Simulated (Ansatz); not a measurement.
This Ansatz (a program for electronic structure) input is the reference run, BN in the zinc blende structure (space group F-43m, No. 216), computed with plane-wave PAW DFT at the PBEsol level (Ansatz, 420 eV), without spin-orbit coupling, earlier PAW set:

Ansatz 0.2 input:
```yaml
crystal:
  lattice:
    - [0, 1.8025576884, 1.8025576884]
    - [1.8025576884, 0, 1.8025576884]
    - [1.8025576884, 1.8025576884, 0]
  atoms:
    - { symbol: N, position: [0.75, 0.75, 0.75] }
    - { symbol: B, position: [0, 0, 0] }
basis: { ecutwfc: 420, ecutrho_ratio: 4, xc_grid: 2, fft_grid_basis: typed }
kpoints: { mp_grid: { grid: [16, 16, 16] } }
hamiltonian:
  xc: pbesol
  dispersion: none
  pseudopotentials: { azcp: { folder: ./paw }, kind: paw }
scf: { occupations: { method: fermi_dirac, width: 0.05 }, convergence: { dr2_threshold: 0.0000000002 } }
output: { forces: true, stress: true }
```

Task: Write the input for this change: compressive biaxial strain of 2.73 % in the plane normal to [001], as in epitaxy on a mismatched substrate; the out-of-plane cell vector and the atoms relax.

Result: 
Ansatz 0.2 input:
```yaml
crystal:
  lattice:
    - [2.4796083281, 0, 0]
    - [0, 2.4796083281, 0]
    - [1.2398041641, -1.2398041641, 1.8271626008]
  atoms:
    - { symbol: N, position: [0.25, 0.25, 0.5] }
    - { symbol: B, position: [0, 0, 0] }
basis: { ecutwfc: 420, ecutrho_ratio: 4, xc_grid: 2, fft_grid_basis: typed }
kpoints: { mp_grid: { grid: [16, 16, 16] } }
hamiltonian:
  xc: pbesol
  dispersion: none
  pseudopotentials: { azcp: { folder: ./paw }, kind: paw }
scf: { occupations: { method: fermi_dirac, width: 0.05 } }
relax: { f_tol: 0.005, max_steps: 50, cell: { stress_tol: 0.01, fix: [a, b, gamma] } }
output: { forces: true, stress: true }
checkpoint: { write: state.ck, write_every: 1000 }
```
This is the input that was run; other choices of cell and start would serve too.

Whether these cells are dynamically stable was not tested.
